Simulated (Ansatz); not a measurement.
# LiF: response to strain

The parent structure is LiF in the rock salt structure (space group Fm-3m, No. 225; a = 4.0079 Å). Axes: x, y, z lie along the cube axes.

Strains are applied to the cell and any free atomic positions relax; under biaxial strain the out-of-plane vector relaxes too.

Calculations: PBEsol (Ansatz, a program for electronic structure; PAW; 420 eV plane waves; no spin-orbit coupling).

```json
[
 {"biaxial strain, plane normal [111], relaxed out of plane (%)": "-2.5", "out-of-plane strain (%)": "0.98"},
 {"biaxial strain, plane normal [111], relaxed out of plane (%)": "-1.67", "out-of-plane strain (%)": "?"},
 {"biaxial strain, plane normal [111], relaxed out of plane (%)": "-1.25", "out-of-plane strain (%)": "0.49"},
 {"biaxial strain, plane normal [111], relaxed out of plane (%)": "-0.83", "out-of-plane strain (%)": "0.33"},
 {"biaxial strain, plane normal [111], relaxed out of plane (%)": "-0.42", "out-of-plane strain (%)": "0.17"},
 {"biaxial strain, plane normal [111], relaxed out of plane (%)": "0", "out-of-plane strain (%)": "0.00"}
]
```

Task: Fit ε⊥ = −νε + γε² (strains in %) to the rows shown and predict the withheld row.

Result: Least squares on the printed values gives ν = 0.40 (the biaxial Poisson response) and γ = -0.002 (largest residual 0.00 %); this predicts 0.66 %, and the run gives 0.66 %, in agreement.

Stability against distortions was not tested.
